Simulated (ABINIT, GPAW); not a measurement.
A GPAW input for a self-consistent single point of AlV₂C (P6_3/mmc, 8 atoms in the cell) (DFT PBE, plane waves, GPAW PAW datasets PBE (gpaw-data 1.0.1)):

```python
from ase import Atoms
from ase.units import GPa
from gpaw import GPAW, PW, FermiDirac

atoms = Atoms(['Al', 'Al', 'V', 'V', 'V', 'V', 'C', 'C'],
              cell=[[2.874895, 0.000000, 0.000000],
                    [-1.437447, 2.489732, 0.000000],
                    [0.000000, 0.000000, 13.047159]],
              scaled_positions=[[0.333333, 0.666667, 0.250000],
                                [0.666667, 0.333333, 0.750000],
                                [0.333333, 0.666667, 0.586380],
                                [0.666667, 0.333333, 0.413620],
                                [0.666667, 0.333333, 0.086380],
                                [0.333333, 0.666667, 0.913620],
                                [0.000000, 0.000000, 0.000000],
                                [0.000000, 0.000000, 0.500000]],
              pbc=True)

calc = GPAW(mode=PW(950),
            xc='PBE',
            kpts={'size': (11, 11, 2), 'gamma': True},
            occupations=FermiDirac(0.1),
            nbands=-14,
            convergence={'forces': 0.001},
            symmetry={'symmorphic': False, 'tolerance': 0.0005},
            maxiter=100,
            txt='-')

atoms.calc = calc

energy = atoms.get_potential_energy()
print('Energy (eV):', round(energy, 6))
forces = atoms.get_forces()
print('Forces (eV/Ang):')
print(forces.round(5))
stress = atoms.get_stress()
print('Stress (GPa, Voigt):', (stress / GPa).round(4))
```

Write the same calculation as an input for ABINIT.

One input that does it (others would too):

```
# AlV2C, PseudoDojo nc-sr-05 PBE standard
pp_dirpath "./"
pseudos "Al.upf, V.upf, C.upf"
acell 5.4327640744 5.4327640744 24.6555572144
rprim
         1.0000000000   -0.0000000821    0.0000000000
        -0.4999999289    0.8660254449    0.0000000000
         0.0000000000    0.0000000000    1.0000000000
natom 8
ntypat 3
znucl 13 23 6
typat 1 1 2 2 2 2 3 3
xred
         0.3333333333    0.6666666667    0.2500000000
         0.6666666667    0.3333333333    0.7500000000
         0.3333333333    0.6666666667    0.5863800000
         0.6666666667    0.3333333333    0.4136200000
         0.6666666667    0.3333333333    0.0863800000
         0.3333333333    0.6666666667    0.9136200000
         0.0000000000    0.0000000000    0.0000000000
         0.0000000000    0.0000000000    0.5000000000
ecut 42
occopt 3
tsmear 0.1 eV
nband 42
kptopt 1
ngkpt 11 11 2
nshiftk 1
shiftk 0 0 0
nstep 50
toldfe 1.0e-09
prtwf 0
prtden 0
enunit 1
```

Basis, cutoffs, solver keys and any potentials are the target program's own. This input uses DFT, PBE, plane waves, norm-conserving pseudopotentials (PseudoDojo nc-sr-05 PBE standard).

The starting cell comes from a database of computed structures (which also holds hypothetical and non-ambient phases and stackings), without a prior relaxation at this level. Its lattice was rescaled by a random factor within 2.5 % of one.
